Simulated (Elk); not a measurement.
Band structure of IrPd3 (I4/mmm, 4 atoms in the cell).

```yaml
crystal:
  lattice:
    - [-1.96947, 1.96947, 3.89285]
    - [1.96947, -1.96947, 3.89285]
    - [1.96947, 1.96947, -3.89285]
  atoms:
    - { symbol: Pd, position: [0.75000, 0.25000, 0.50000] }
    - { symbol: Pd, position: [0.25000, 0.75000, 0.50000] }
    - { symbol: Pd, position: [0.50000, 0.50000, 0.00000] }
    - { symbol: Ir, position: [0.00000, 0.00000, 0.00000] }
```

Method: LDA (PW92), all-electron FP-LAPW, Elk's shipped species files, APW+lo basis with extra local orbitals (Elk).

Settings: rgkmax = 7.5; stype = 0; swidth = 0.00734986 Ha; ngridk = 8 8 8; gmaxvr = 16 1/bohr; nxlo = 2; lorbcnd = true; rmtscf = 0.91; lmaxi = 3; maxscl = 100.

The starting cell comes from a database of computed structures (which also holds hypothetical and non-ambient phases and stackings), without a prior relaxation at this level. Spin-orbit coupling is off. Spin polarisation is off. Values depend on the basis (sphere radii, cutoffs, local orbitals), which need not be converged.

Levels in eV from the Fermi level, bands 38 to 45:
| point | 38 | 39 | 40 | 41 | 42 | 43 | 44 | 45 |
|---|---|---|---|---|---|---|---|---|
| Γ | -0.89 | -0.15 | 0.06 | 0.37 | 0.37 | 0.83 | 2.85 | 8.18 |
| X | -1.23 | -0.20 | 0.06 | 0.15 | 0.25 | 0.41 | 0.48 | 1.72 |
| Y | -1.33 | -1.32 | -0.88 | 0.03 | 0.09 | 0.52 | 0.67 | 1.89 |
| S | -1.47 | -1.09 | -0.92 | -0.91 | -0.48 | 0.47 | 0.99 | 1.30 |
| Z | -0.72 | -0.13 | 0.07 | 0.28 | 0.50 | 0.50 | 0.81 | 2.63 |
| S1 | -1.47 | -1.09 | -0.92 | -0.91 | -0.48 | 0.47 | 0.99 | 1.30 |
| N | -1.54 | -1.40 | -1.02 | -0.76 | -0.18 | 0.03 | 0.49 | 4.72 |
| P | -2.02 | -0.92 | -0.34 | -0.34 | -0.23 | 1.43 | 1.43 | 1.76 |
| Y1 | -1.33 | -1.32 | -0.88 | 0.03 | 0.09 | 0.52 | 0.67 | 1.89 |

Bands cross the Fermi level along this path, so the cell is metallic at this level.
